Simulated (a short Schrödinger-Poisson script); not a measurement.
Structure: symmetric double-gate stack, SiO2 on p-type GaN, at 300 K.

```csv
layer,material,thickness (nm),Na (cm⁻³)
1,SiO2,1.6,-
2,GaN,20,1e16
3,SiO2,1.6,-
```

Constants are typed, rounded textbook-type inputs, not results; the design itself was drawn at random and stands for no fabricated device. SiO2: permittivity 3.9, conduction-band edge (eV) 3.2, gap (eV) 9, electron mass (mₑ) 0.5. GaN: permittivity 9.5, conduction-band edge (eV) 0, gap (eV) 3.43, Nv at 300 K (cm⁻³) 4.6e19.

Channel valleys (confinement mass, in-plane density-of-states mass, number): Γ 0.2, 0.2, 1. At the gates, both at one voltage, the conduction-band edge of layer 1 lies 3.72 eV − eVg above the Fermi level of the channel. Gaps are held at their typed values at every temperature. Mesh 0.03 nm at interfaces.

From a short Schrödinger-Poisson script (our own, NumPy): 1D Poisson equation in equilibrium, electrons classical, Boltzmann, parabolic valleys, classical holes, full ionisation, no traps, pinning or gate leakage.

The same stack at other levels of the model or other numerical settings:

```tsv
run	sheet density of all electrons at Vg = 1.2 V (cm⁻²)	sheet density of all electrons at Vg = 0.6 V (cm⁻²)	capacitance of both gates at Vg = 1.2 V (μF/cm²)	gate voltage at 1e11 electrons/cm² (V)	rough cost against the base
base	1.51e13	1.82e12	3.94	0.43	about 1
electrons treated as classical, Fermi-Dirac	1.25e13	1.72e12	3.09	0.43	4
electrons treated as quantum, Hartree	1.03e13	1.34e12	2.71	0.44	20
electrons treated as quantum, Hartree plus LDA exchange-correlation	1.10e13	1.53e12	2.79	0.43	40
mesh six times as coarse	1.48e13	1.80e12	3.85	0.43	about 1
```

The classical rows ignore confinement, and Boltzmann statistics overrate the density once the band edge passes the Fermi level.

In real p-type GaN the Mg acceptor is only partly ionised, and so wide a gap doesn't supply an inversion layer without source and drain.
